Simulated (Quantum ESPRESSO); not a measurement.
Input and output of a self-consistent single point for Hf3Ga (I4/mmm, 4 atoms in the cell) (Quantum ESPRESSO).

Method: LDA (PZ), GBRV 1.5 ultrasoft (LDA) pseudopotentials (plane waves; Quantum ESPRESSO 7.5).

```
Hf3Ga
1.0
   -2.10299     2.10299     4.59039
    2.10299    -2.10299     4.59039
    2.10299     2.10299    -4.59039
Hf Ga
3 1
Direct
  0.75000   0.25000   0.50000
  0.25000   0.75000   0.50000
  0.50000   0.50000   0.00000
  0.00000   0.00000   0.00000
```

Reference input (self-consistent single point, DFT, LDA (PZ), plane waves, GBRV 1.5 ultrasoft (LDA) pseudopotentials): ecutwfc = 50 Ry; ecutrho = 400 Ry; occupations = smearing; smearing = cold; degauss = 0.019992 Ry; potentials = {Hf: hf_lda_v1.uspp.F.UPF, Ga: ga_lda_v1.4.uspp.F.UPF}; K_POINTS = automatic 7 7 7 0 0 0; conv_thr = 1e-10 Ry; mixing_beta = 0.3. This run's input differs from it in these lines:

```diff
@@ -31,3 +31,3 @@
 K_POINTS automatic
-7 7 7  0 0 0
+5 5 5  0 0 0
 CELL_PARAMETERS angstrom
```

Output, abridged:

```
     Self-consistent Calculation

     iteration #  1     ecut=    50.00 Ry     beta= 0.30

---- Real-time Memory Report at c_bands before calling an iterative solver
           511 MiB given to the printing process from OS
            97 MiB allocation reported by mallinfo(arena+hblkhd)
------------------

     negative rho (up, down):  3.485E-01 0.000E+00

     total energy              =    -846.57546775 Ry
     estimated scf accuracy    <     157.11939569 Ry

     iteration #  2     ecut=    50.00 Ry     beta= 0.30

---- Real-time Memory Report at c_bands before calling an iterative solver
   [... lines left out ...]
           566 MiB given to the printing process from OS
           144 MiB allocation reported by mallinfo(arena+hblkhd)
------------------

     negative rho (up, down):  3.376E-01 0.000E+00

     total energy              =    -890.78588424 Ry
     estimated scf accuracy    <          1.5E-10 Ry

     iteration # 18     ecut=    50.00 Ry     beta= 0.30

---- Real-time Memory Report at c_bands before calling an iterative solver
           566 MiB given to the printing process from OS
           144 MiB allocation reported by mallinfo(arena+hblkhd)
------------------

     negative rho (up, down):  3.376E-01 0.000E+00
     End of self-consistent calculation

     the Fermi energy is    14.4160 ev

!    total energy              =    -890.78588424 Ry
     estimated scf accuracy    <          1.7E-11 Ry
     smearing contrib. (-TS)   =       0.00033802 Ry
     internal energy E=F+TS    =    -890.78622226 Ry

     convergence has been achieved in  18 iterations

     negative rho (up, down):  3.376E-01 0.000E+00

     Forces acting on atoms (cartesian axes, Ry/au):

     atom    1 type  1   force =    -0.00000000    0.00000000   -0.00000000
   [... zero for the other atoms too ...]

     Total force =     0.000000     Total SCF correction =     0.000000

     negative rho (up, down):  3.376E-01 0.000E+00
          total   stress  (Ry/bohr**3)                   (kbar)     P=      -81.45
  -0.00054826   0.00000000   0.00000000          -80.65        0.00        0.00
  -0.00000000  -0.00054826  -0.00000000           -0.00      -80.65       -0.00
  -0.00000000  -0.00000000  -0.00056445           -0.00       -0.00      -83.03

   JOB DONE.
```

The run converged in 18 iterations. Against the reference run the free energy goes down by 7.9 meV/atom and the pressure goes from -7.90 to -8.14 GPa.

The starting cell comes from a database of computed structures (which also holds hypothetical and non-ambient phases and stackings), without a prior relaxation at this level. With a pressure of about -8 GPa the cell is away from its equilibrium volume at this level.

Cost on one core of a shared machine: roughly 80 s.
